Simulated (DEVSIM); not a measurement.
System: TaN/La2O3/n-Ge capacitor, at 400 K.

Layer 1 from the left is La2O3, thickness (nm) 11.0. Layer 2 from the left is Ge, thickness (nm) 3000, Nd (cm⁻³) 3.9e16.

Metal gate on the left, work function 4.4 eV. Fixed charge at the semiconductor interface -1.6e10 cm⁻² (in units of +e); no interface traps.

The device is made up for the run: typed textbook-type constants, with dimensions and the other settings drawn at random. Values at 300 K; Nc and Nv go as T^1.5, mobilities as T to minus their exponent, the gap by Varshni's rule with the affinity fixed.

La2O3: gap (eV) 5.8, affinity (eV) 1.8, permittivity 27. Ge: gap (eV) 0.664, affinity (eV) 4, permittivity 16, Nc (cm⁻³) 1.04e19, Nv (cm⁻³) 6e18, Varshni α (eV/K) 0.000477, Varshni β (K) 235.

DEVSIM, 1D Poisson equation in equilibrium, Boltzmann statistics, complete ionisation; no quantum confinement or tunnelling. Metal contacts follow the ideal Schottky-Mott rule: no Fermi-level pinning, no interface dipoles.

Question: What does the simulation give for the threshold voltage (band bending 2φF), the minimum of the low-frequency capacitance, the flat-band voltage?

Answer: threshold voltage (band bending 2φF) -0.06 V; minimum of the low-frequency capacitance 0.190 μF/cm²; flat-band voltage 0.19 V.
